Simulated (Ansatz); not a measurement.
Functionals compared on NH2 on the 1x1 (0001) surface of hcp Ru, one in a 2x2 cell, started at the site 'bridge Ru-Ru (span 2.7 Å)', in Ansatz (plane waves, PAW). The structure was relaxed with PBE; the other rows are single points on it, each with its references at the same level. Cutoff 420 eV (500 eV for r2SCAN).

Model: 19-atom slab, 6.3 Å thick at the start under the adsorbate (thin: gaps and levels are the slab's own), 6x6x1 mesh, Fermi-Dirac 0.1 eV, dipole correction, 8 atoms held, the rest relaxed; symmetry of the start imposed; no spin, no spin-orbit, no U, no dispersion correction. At the end it is bonded to 2 Ru. In PBE it is, or lies within 0.03 eV of, the lowest of the starts that converged. These notes are the PBE run's. Adsorption energies are against NH3(g) − ½ H2(g). A negative adsorption energy means that the adsorbate is more stable on the surface than in its reference.

| functional | adsorption energy (eV) | work function of the top face (eV) | change of the work function (eV) | rough cost of the single point |
|---|---|---|---|---|
| PBE | -0.33 | 3.43 | -1.57 | – |
| RPBE | -0.07 | 3.30 | -1.52 | roughly 2.1 core-minutes |
| r2SCAN | -0.50 | 3.42 | -1.58 | about 4 core-minutes (a rough figure) |

Ansatz is a quantum-chemistry and plane-wave program.
